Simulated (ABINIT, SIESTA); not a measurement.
A SIESTA input for a self-consistent single point of KCaCl3 (Cm, 5 atoms in the cell) (DFT, LDA PW92, numerical atomic orbitals DZP, PseudoDojo LDA standard norm-conserving potentials (rewritten from UPF to PSML)):

```
# files in the folder: K.psml Ca.psml Cl.psml (PseudoDojo LDA standard)
SystemName  KCaCl3
SystemLabel kcacl3

NumberOfAtoms                5
NumberOfSpecies              3
%block ChemicalSpeciesLabel
  1 19 K
  2 20 Ca
  3 17 Cl
%endblock ChemicalSpeciesLabel
LatticeConstant              1.0 Ang
%block LatticeVectors
     3.822865000   -3.824315000    0.000000000
     3.822865000    3.824315000    0.000000000
    -0.000528000    0.000000000    5.406520000
%endblock LatticeVectors
AtomicCoordinatesFormat      ScaledCartesian
%block AtomicCoordinatesAndAtomicSpecies
     7.630292837    0.000000000    5.406411870  1
     3.806476319   -0.000000000    2.623297569  2
     5.714698895    1.927072328    2.610159726  3
     5.714698895   -1.927072328    2.610159726  3
     3.878082218   -0.000000000    5.326179113  3
%endblock AtomicCoordinatesAndAtomicSpecies

XC.functional                LDA
XC.authors                   PW92
PAO.BasisSize                DZP
PAO.EnergyShift              0.005 Ry
MeshCutoff                   400 Ry
%block kgrid.MonkhorstPack
    3   0   0  0.0
    0   3   0  0.0
    0   0   3  0.0
%endblock kgrid.MonkhorstPack
OccupationFunction           FD
ElectronicTemperature        10 K

MaxSCFIterations             150
SCF.Mixer.Method             Pulay
SCF.Mixer.Weight             0.1
SCF.Mixer.History            8
SCF.DM.Tolerance             1.0E-04
Diag.ParallelOverK           true
WriteForces                  true
```

### Question
Write the same calculation as an input for ABINIT.

### Answer
One input that does it (others would too):

```
# KCaCl3, PseudoDojo nc-sr-04 LDA standard
pp_dirpath "./"
pseudos "K.upf, Ca.upf, Cl.upf"
acell 3*1.0 Angstrom
rprim
         3.8228650000   -3.8243150000    0.0000000000
         3.8228650000    3.8243150000   -0.0000000000
        -0.0005280000   -0.0000000000    5.4065200000
natom 5
ntypat 3
znucl 19 20 17
typat 1 2 3 3 3
xcart
         7.6302928371   -0.0000000000    5.4064118696
         3.8064763188   -0.0000000000    2.6232975692
         5.7146988953    1.9270723285    2.6101597256
         5.7146988953   -1.9270723285    2.6101597256
         3.8780822178   -0.0000000000    5.3261791128
      Angstrom
ecut 36
occopt 1
nband 23
kptopt 1
ngkpt 3 3 3
nshiftk 1
shiftk 0 0 0
nstep 60
tolvrs 1.0e-10
prtwf 0
prtden 0
```

Basis, cutoffs, solver keys and any potentials are the target program's own. This input uses DFT, LDA (PW92), plane waves, norm-conserving pseudopotentials (PseudoDojo nc-sr-04 LDA standard). LDA parametrisations can differ slightly between programs.

The starting cell comes from a database of computed structures (which also holds hypothetical and non-ambient phases and stackings), without a prior relaxation at this level.
